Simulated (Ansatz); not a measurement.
The reference is CdTe in the zinc blende structure (space group F-43m, No. 216; a = 6.409 Å). Axes: x, y, z lie along the cube axes.

All numbers come from LDA (Ansatz, a program for electronic structure; PAW; 420 eV plane waves; no spin-orbit coupling).

Before the change:

| Item | Result |
|---|---|
| Valence-band top at Γ | 0.00, 0.00, 0.00 eV |
| Volume per atom | 32.90 Å³ |

The change: biaxial strain −0.83 %, plane normal [111], relaxed out of plane (Cartesian); in-plane vectors clamped, the third vector and the atoms free.

Task: What does the calculation give for the in-plane stress after the change?

Result: The mean in-plane stress (compression positive) comes out as +0.7 GPa.

Task: How does this affect the valence-band top at Γ?

Result: The valence-band top at Γ (three highest levels, from the VBM) becomes 0.00, 0.00, -0.09 eV (base: 0.00, 0.00, 0.00 eV).

Task: Predict the new volume per atom.

Result: The volume per atom drops by 0.31 Å³, from 32.90 Å³ to 32.59 Å³.

With Te present, leaving out spin-orbit coupling can change the band edges. The levels and masses belong to the bands next to the band gap. No phonon test of stability was made.
